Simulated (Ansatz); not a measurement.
Input:

```
GaAs
1.0
    0.00000     2.67242     2.67242
    2.67242     0.00000     2.67242
    2.67242     2.67242     0.00000
Ga As
1 1
Direct
  0.00000   0.00000   0.00000
  0.50000   0.50000   0.50000
```

No spin polarisation.

Calculations: PBE-D3(BJ) in Ansatz (plane waves to 420 eV, PAW, no spin-orbit coupling). Γ-centred 19×19×19 mesh, Fermi–Dirac width 0.1 eV.

Question: Predict the pressure, space group and band gap.

Answer: 
* **Pressure**: -1.2 GPa
* **Space group**: Fm-3m (No. 225)
* **Band gap**: zero

The cells carry an imposed strain or load. Whether these cells are dynamically stable was not tested. The final runs are not spin-polarised. The cell was made from GaAs in the rock salt structure (space group Fm-3m, No. 225; a hypothetical phase, not in the database extracts checked) by this change: isotropic strain +0.54 %.

Ansatz is a program for electronic structure.
